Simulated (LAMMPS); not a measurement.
An MD run on a melt made from Ni (fcc) with 50 % of Ni sites Pt, 4000 atoms, at 1790 K and 0 GPa, brought to that temperature within a few picoseconds.

Method: classical MD, pair style eam, the elements' _u3.eam files (universal-3 set of Foiles, Baskes and Daw), run in LAMMPS.

state found: liquid
density: 14.5886 ± 0.0009 g/cm³
volume per atom: 14.4431 ± 0.0009 Å³/atom
enthalpy per atom: -4.6013 ± 0.0002 eV/atom
first peak of g(r), Ni-Pt: 2.51 Å, height 3.1
coordination number of Ni by Pt: 7.10 (counted to 3.62 Å)
coordination number of Pt by Ni: 7.10 (counted to 3.62 Å)
first peak of g(r), Pt-Pt: 2.72 Å, height 2.2
coordination number of Pt by Pt: 7.09 (counted to 3.78 Å)
first peak of g(r), Ni-Ni: 2.44 Å, height 2.5
coordination number of Ni by Ni: 5.10 (counted to 3.38 Å)
most common Ni-Pt-Pt angle: at the 3° bin centred on 52.5°, after smoothing over three bins (mean of all 94°)
self-diffusion coefficient of Ni (not corrected for cell size): (3.38 ± 0.03) × 10^-5 cm²/s
self-diffusion coefficient of Pt (not corrected for cell size): (3.02 ± 0.04) × 10^-5 cm²/s
shear viscosity (Green-Kubo): 4.7 ± 0.6 mPa s
mean frequency of the vibrational (phonon) density of states: 3.8 THz
cost: around 11 core-minutes (rough)

Potential: the _u3.eam files of the LAMMPS distribution; the Cu file's header cites Foiles et al, Phys Rev B, 33, 7983 (1986).

Caution: a run this short can hold a crystal over, or a liquid under, the potential's own melting point, which these runs don't give.

States go by the mean squared displacement: a species diffuses where it passes 1.5 Å², still rises and gives D over 1e-6 cm²/s; a crystal has left its structure where atoms lie 0.35 Å off their sites on average or a cubic box changes its shape by 3 %, or the axial ratios of another lie 8 % off the starting cell's, which the potential's own relaxation can also do.

Errors of D are the spread over four groups of atoms in one short run; a floor of about 5 %, a picked value, is safer.

The ± values are statistical; the model's systematic error is not in them.
